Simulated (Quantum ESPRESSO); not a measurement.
Band structure of MgSn5 (P-6m2, 6 atoms in the cell).

```yaml
crystal:
  lattice:
    - [3.32017, 0.00000, 0.00000]
    - [-1.66009, 2.87535, 0.00000]
    - [0.00000, 0.00000, 16.88908]
  atoms:
    - { symbol: Mg, position: [0.00000, 0.00000, 0.00000] }
    - { symbol: Sn, position: [0.66667, 0.33333, 0.84388] }
    - { symbol: Sn, position: [0.66667, 0.33333, 0.15612] }
    - { symbol: Sn, position: [0.00000, 0.00000, 0.66969] }
    - { symbol: Sn, position: [0.00000, 0.00000, 0.33031] }
    - { symbol: Sn, position: [0.66667, 0.33333, 0.50000] }
```

Method of the run: PBEsol, SSSP 1.1.2 efficiency (PBE) pseudopotentials (plane waves; Quantum ESPRESSO).

Settings: ecutwfc = 40 Ry; ecutrho = 320 Ry; occupations = smearing; smearing = mp; degauss = 0.0036749 Ry; input_dft = pbesol; potentials = {Mg: Mg.pbe-n-kjpaw_psl.0.3.0.UPF, Sn: Sn_pbe_v1.uspp.F.UPF}; K_POINTS = automatic 6 6 1 1 1 1; nbnd = 42; conv_thr = 1e-09 Ry; mixing_beta = 0.4.

The starting cell comes from a database of computed structures (which also holds hypothetical and non-ambient phases and stackings), without a prior relaxation at this level.

Levels in eV from the Fermi level, bands 33 to 40:
```csv
point,33,34,35,36,37,38,39,40
Γ,-1.11,-0.82,3.43,3.98,6.61,6.61,6.95,6.95
M,-3.33,-3.19,-2.47,-0.71,-0.30,0.43,1.45,2.54
K,-2.35,-2.22,-2.03,-1.98,-1.55,-1.34,-1.06,-0.37
A,-2.85,1.23,1.31,5.54,6.63,6.63,6.86,6.86
L,-3.41,-3.16,-2.28,-1.23,-0.01,0.82,1.38,2.43
H,-2.45,-2.34,-2.23,-1.80,-1.32,-1.27,-1.14,-0.19
```

Bands cross the Fermi level along this path, so the cell is metallic at this level.
